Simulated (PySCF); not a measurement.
PySCF 2.14.0, HF/def2-svpd, df: Ag(Br)(NH3) ([NH3]->[Ag][Br]), 6 atoms. The geometry is a generated start, not checked to be a minimum at this level.

- task: energy
- method: hf
- basis: def2-svpd
- two-electron scheme: density fitting
- mol.max_memory: 3000 MB
- mf.max_cycle: 100
- mf.init_guess: minao (default)
- mf.DIIS: CDIIS (default)
- mf.diis_space: 8 (default)
- mf.conv_tol: 1e-09 (default)
- effective core potentials: those of the basis set, past Kr
- basis functions: 119

```xyz
6

Ag    -0.5110     0.8509     0.8936
Br    -1.4077     2.3634     2.4633
N      0.3711    -0.6240    -0.6504
H      0.0782    -0.3998    -1.5952
H      0.0842    -1.5796    -0.4686
H      1.3852    -0.6108    -0.6427
```

Charge 0 and multiplicity 1 are set for this test and not shown to be the ground state.

One run each on 2 threads, 1 BLAS thread. Values of level_shift (Hartree) tried: 0 (default), 0.1, 0.3, 1.

### Question
How does the count of Fock builds change with level_shift (Hartree), and where is it least?

### Answer
Fewest Fock builds, within one of each other: 0 (default) with 14, 0.1 with 14. The count rises to 28 at 1. All converge to one solution.

```json
[
 {"level_shift (Hartree)": "0 (default)", "Fock builds": "14", "end": "same solution"},
 {"level_shift (Hartree)": "0.1", "Fock builds": "14", "end": "same solution"},
 {"level_shift (Hartree)": "0.3", "Fock builds": "17", "end": "same solution"},
 {"level_shift (Hartree)": "1", "Fock builds": "28", "end": "same solution"}
]
```
